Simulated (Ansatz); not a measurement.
Consider interstitial Mg in monoclinic HfO2, charge state +2. The step: a concerted move, in which Mg travels most; the atom moves 3.47 Å along (0.00, 0.42, -0.50) of the unit cell; the moving atom starts with neighbours O at 1.91, O at 1.95, 2 O at 2.03, O at 2.12 Å and ends with O at 1.91, O at 1.94, 2 O at 2.03, O at 2.12 Å. A PBE band in Ansatz (plane-wave PAW, the Γ point alone, 96 host sites, 92 SCF runs with any check of the saddle's order, static, no finite-size correction) gives a forward barrier of 2.63 eV. The program found a first-order saddle point. The charge state is imposed; whether it is stable for some Fermi level was not computed. Sites that were not tried may lie lower.

Single points at the band's start and saddle point can refine it. Rough cost of one point, in units of the band's mean SCF on the same machine:

```json
[
 {"Level": "PBE, a 2×2×2 k-point mesh shifted by half a step", "Cost of one point": "about 10"},
 {"Level": "r2SCAN at 500 eV, the Γ point alone", "Cost of one point": "about 2"}
]
```

**Question.** Which of these move the barrier by more than 0.1 eV, and how far does each move it?

**Answer.** Not one does. PBE, a 2×2×2 k-point mesh shifted by half a step: +0.01 eV; r2SCAN at 500 eV, the Γ point alone: -0.02 eV. Each functional is compared with PBE at the same k-points.

Ansatz is a first-principles code.
